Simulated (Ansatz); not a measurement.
## Effect of uniaxial strain ε_zz = −1.80 % on ZnO

Base system: ZnO in the wurtzite structure (space group P6_3mc, No. 186; a = 3.1869 Å, c = 5.1526 Å). Axes: x lies along a and z along c of the hexagonal cell.

It is then changed as follows: the cell is compressed by 1.80 % along z with no lateral relaxation; the atoms relax in the strained cell.

Calculations: LDA (Ansatz, a first-principles code, PAW, no SOC). k-mesh 12×12×7 (Γ-centred); smearing 0.05 eV (Fermi–Dirac).

```tsv
quantity	base	changed	shift
volume per atom	11.33 Å³	11.13 Å³	-0.20 Å³
shortest interatomic distance	194.4 pm	193.2 pm	-1.2 pm
energy relative to the base (free energy F)	0 meV/atom	+2.7 meV/atom	+2.7 meV/atom
pressure (mean of the normal stresses, compression positive)	0.00 GPa	3.01 GPa	+3.01 GPa
band gap	0.80 eV	0.85 eV	+0.05 eV
gap character	direct at Γ	direct at Γ	–
width of the top valence band	1.93 eV	1.99 eV	+0.06 eV
electron mass	0.15 mₑ (at Γ)	0.16 mₑ along z, 0.15 mₑ across (at Γ)	–
valence-band top at Γ (three highest levels, from the VBM)	0.00, 0.00, -0.11 eV	0.00, 0.00, -0.12 eV	–
stress (xx, yy, zz, yz, xz, xy; compression positive)	–	(2.38, 2.38, 4.27, 0.00, 0.00, 0.00) GPa	–
```

Final structure:

```
CELL_PARAMETERS angstrom
      3.18693     0.00000     0.00000
     -1.59347     2.75997     0.00000
      0.00000     0.00000     5.05982
ATOMIC_POSITIONS crystal
  Zn 0.33333 0.66667 0.99927
  Zn 0.66667 0.33333 0.49927
  O  0.33333 0.66667 0.38273
  O  0.66667 0.33333 0.88273
```

Masses are band curvatures over ±0.01 Å⁻¹ around the edge. No phonon test of stability was made.
